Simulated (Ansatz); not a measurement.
System: Si (I4/mmm, No. 139, 4 atoms in the cell; start mp-999200; another form than the element's usual one). Method: G0W0@HSE06 in Ansatz (hard PAW, contour deformation).

The same calculation (at the PBEsol cell, 21.177 Å³/atom) with different numerical settings; throughout: k mesh 2×2×2:

```json
[
 {"run": "1", "response cutoff (eV)": "100", "empty bands": "353", "quasiparticle gap on the mesh (eV)": "1.021", "quasiparticle gap at Γ (eV)": "2.722", "rough time": "100 core-s"},
 {"run": "2", "response cutoff (eV)": "150", "empty bands": "649", "quasiparticle gap on the mesh (eV)": "1.080", "quasiparticle gap at Γ (eV)": "2.755", "rough time": "4 core-min"},
 {"run": "3", "response cutoff (eV)": "200", "empty bands": "999", "quasiparticle gap on the mesh (eV)": "1.103", "quasiparticle gap at Γ (eV)": "2.768", "rough time": "10 core-min"},
 {"run": "4", "response cutoff (eV)": "250", "empty bands": "1397", "quasiparticle gap on the mesh (eV)": "1.115", "quasiparticle gap at Γ (eV)": "2.774", "rough time": "30 core-min"},
 {"run": "5", "response cutoff (eV)": "300", "empty bands": "1836", "quasiparticle gap on the mesh (eV)": "1.122", "quasiparticle gap at Γ (eV)": "2.778", "rough time": "30 core-min"}
]
```

In the column quasiparticle gap on the mesh (eV) the first row differs from the last by -0.101 and the next to last by -0.007.

The last row is no converged limit: other settings stay fixed.

Note: GW on a hybrid start was not checked against another program.

A start named mp-… is a Materials Project structure, which need not be a measured phase.

Ansatz is a quantum-chemistry and plane-wave program.
